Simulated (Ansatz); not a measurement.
A relaxation of cell and atoms of ScPd₃ (Pm-3m, 4 atoms in the cell) with Ansatz (a first-principles code).

Level of theory: PBEsol, default PAW files made with PBE (plane waves; Ansatz).

The change in words: atoms on their sites; basis.ecutwfc: 30.9 Ry → 15.4 Ry; relax: default → cell and atoms. Reference geometry:
```
ScPd3
1.0
    3.99955     0.00000     0.00000
    0.00000     3.99955     0.00000
    0.00000     0.00000     3.99955
Sc Pd
1 3
Direct
  0.00000   0.00000   0.01250
  0.50000   0.50000   0.00000
  0.00000   0.50000   0.50000
  0.50000   0.00000   0.50000
```

Reference input (self-consistent single point, DFT, PBEsol, plane waves, default PAW files made with PBE): basis.ecutwfc = 30.9 Ry; kpoints.mp_grid.grid = 7 7 7; hamiltonian.xc = pbesol; hamiltonian.pseudopotentials = {kind: paw} (the program's default PAW files); scf.occupations.method = gaussian; scf.occupations.width = 0.0073 Ry. This run's input differs from it in these lines:

Ansatz 0.2 input:
```diff
@@ -7,3 +7,3 @@
   atoms:
-    - { symbol: Sc, position_ang: [0.000000, 0.000000, 0.049998] }
+    - { symbol: Sc, position_ang: [0.000000, 0.000000, 0.000000] }
     - { symbol: Pd, position_ang: [1.999774, 1.999774, 0.000000] }
@@ -12,3 +12,3 @@
 basis:
-  ecutwfc: 30.9 Ry
+  ecutwfc: 15.4 Ry
 kpoints:
@@ -20,2 +20,4 @@
   occupations: { method: gaussian, width: 0.0073 Ry }
+relax:
+  cell: {}
 output:
```

The program printed (abridged):

```
   [... SCF lines of the steps left out ...]
relax step   1: F+E_penalty+E_count = -22807.20479594 eV  Δ(F+E_penalty+E_count) = +0.000e0 eV  max|allowed force component| = 4.661e-29 eV/Å  Δτ_max = 0.0000 Å  P = +8.584 GPa  Ω = 63.978 Å³  (8 SCF iters, dr2 threshold 1.00e-7 eV, accepted)
relax step   2: F+E_penalty+E_count = -22786.60217850 eV  Δ(F+E_penalty+E_count) = +2.060e1 eV  max|allowed force component| = 1.311e-29 eV/Å  Δτ_max = 0.0000 Å  P = -168.035 GPa  Ω = 72.016 Å³  energy of the carried Pulay correction = -1.655e1 eV  [...]
   [... lines left out ...]
relax step 119: F+E_penalty+E_count = -22807.46911639 eV  Δ(F+E_penalty+E_count) = +1.736e-2 eV  max|allowed force component| = 1.407e-29 eV/Å  Δτ_max = 0.0000 Å  P = -0.000 GPa  Ω = 70.686 Å³  energy of the carried Pulay correction = -1.737e-2 eV  [...]
relax step 120: F+E_penalty+E_count = -22807.46911639 eV  Δ(F+E_penalty+E_count) = -7.276e-12 eV  max|allowed force component| = 1.597e-29 eV/Å  Δτ_max = 0.0000 Å  P = +0.171 GPa  Ω = 70.686 Å³  stress off target by 1.71e-1 GPa  SCF on the basis [...]
basis re-selected at this cell: Δ(F+E_penalty+E_count) = -7.276e-12 eV, ΔP = +0.171 GPa vs the last step
   [... lines left out ...]
Free energy (F): -22807.469116 eV
Fermi energy:    15.289676 eV
Error: variable-cell relaxation did not converge after 120 `relax_step` rows, as none of its last 53 fresh-basis SCF(s) at a relaxed cell met both thresholds with a finite energy. The last misses `relax.cell.stress_tol`: largest allowed force component 1.60e-29 eV/Å (`relax.f_tol` 1.00e-2 eV/Å), stress off the target on the free part of the cell 1.71e-1 GPa (`relax.cell.stress_tol` 5.00e-2 GPa), F+E_penalty+E_count -22807.46911639 eV. The closest is row 90, whose structure comes with this error. Larger ratio of force or stress to its threshold at each such SCF whose figures are numbers: 159.786, 141.061, 136.483, 131.009, 97.169, 71.930, 62.691, 39.986, 31.267, 24.559, 3.145, [...]
   [... lines left out ...]
to start a new deck from the relaxed geometry:
  cell:  # Å, volume = 70.6025 Å³
    - [4.133076351022715, 1.0867335560545975e-31, 2.4880858241180775e-32]
    - [1.0811162603834681e-31, 4.133076351022716, -3.2387721898112014e-32]
    - [2.436727692267751e-32, -3.2387721898112014e-32, 4.133076351022715]
  atoms:
    - { symbol: Sc, position: [4.113956676524739e-46, 2.0493511877549006e-47, -4.749505030960313e-47] }
    - { symbol: Pd, position: [0.5, 0.5, 7.629139588487163e-47] }
    - { symbol: Pd, position: [7.458082647041263e-47, 0.5, 0.5] }
    - { symbol: Pd, position: [0.5, 8.142310412824865e-47, 0.5] }
```

The relaxation ended unconverged.  The full log also holds: “iter 3 did not close the SCF: its close was put off for the readings that it lacked (scf_convergence_deferred on its scf_iter line)”. The full log also holds: “iter 4 did not close the SCF: its close was put off for the readings that it lacked (scf_convergence_deferred on its scf_iter line)”.

The starting cell comes from a database of computed structures (which also holds hypothetical and non-ambient phases and stackings), without a prior relaxation at this level. Its lattice was rescaled by up to half a per cent. The cutoff lies below the one recommended for these files.

Cost on one core of a shared machine: roughly 2 min.
